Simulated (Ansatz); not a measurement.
# A computed series for FeNi3: response to strain

Base system: FeNi3 in the Cu3Au type structure (space group Pm-3m, No. 221; ferromagnetic; relaxed with 0.1 eV smearing).

```
CELL_PARAMETERS angstrom
      3.54492     0.00000     0.00000
      0.00000     3.54492     0.00000
      0.00000     0.00000     3.54492
ATOMIC_POSITIONS crystal
  Ni 0.00000 0.50000 0.50000
  Ni 0.50000 0.50000 0.00000
  Ni 0.50000 0.00000 0.50000
  Fe 0.00000 0.00000 0.00000
```

Strains are applied to the cell and any free atomic positions relax.

Method: plane-wave PAW DFT at the PBE level (Ansatz, a program for electronic structure, 420 eV), no spin-orbit coupling.

Notes on the quantities. energy relative to the base: free energy F.

| isotropic strain (%) | energy relative to the base (meV/atom) |
|---|---|
| -3.48 | 84.2 |
| -2.15 | ? |
| 0 | 0.0 |
| 0.24 | 0.3 |
| 2.27 | 28.8 |

### Question
Fit ΔE = Aε² + Bε³ (ε in %) to the rows shown and predict the withheld row.

### Answer
Least squares on the printed values gives A = 6.13 and B = -0.24 meV/atom (largest residual 0.0 meV/atom); this predicts 30.7 meV/atom, and the run gives 30.5 meV/atom, 0.2 lower.

Other magnetic orders, which the real material may have, were not ruled out. No phonon test of stability was made.
